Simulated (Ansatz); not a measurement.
1T (CdI2-type) CaI2, treated with PBEsol (Ansatz, an electronic-structure program, plane waves, PAW).

Settings: plane-wave cutoff 500 eV, 12×12×6 k mesh (along the axes of the cell as run), gaussian smearing 0.02 eV, scalar-relativistic PAW data made under PBE.

Computed at the level's own relaxed cell.

Question: What does this level give for the equilibrium volume per atom, equilibrium lattice constant a, lattice parameter c and band gap?

Answer: 
* **equilibrium volume per atom**: 40.27 Å³/atom
* **equilibrium lattice constant a**: 4.434 Å
* **lattice parameter c**: 7.095 Å
* **band gap**: 3.49 eV (on the SCF k mesh)

Note: the cell comes from a level without a dispersion term, which matters for the spacing of layers, chains or molecules; the cell has widely spaced layers and the level no dispersion term, so their spacing and the moduli can rest on weak binding.

Spin–orbit coupling is not included; with these elements it can move the gap by several tenths of an eV or more.

Static lattice: no zero-point or thermal effects.
